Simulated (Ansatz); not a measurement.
Consider Mo in the bcc (W type) structure (space group Im-3m, No. 229; a = 3.130 Å).

It is then changed as follows: every Mo is replaced by W, then cell and atoms are relaxed.

Levels (all Ansatz, a first-principles code, PAW): PBEsol (420 eV, no spin-orbit coupling); PBEsol+SOC (420 eV, with spin-orbit coupling).

The geometry is relaxed with PBEsol.

- PBEsol pressure = 0.0 GPa

### Question
What does PBEsol+SOC give at this geometry for the pressure?

### Answer
The pressure goes from zero to 0.4 GPa.

Single points use the geometry relaxed with PBEsol. The spin-orbit shifts are approximate. Whether these cells are dynamically stable was not tested. The runs without spin-orbit coupling are not spin-polarised.
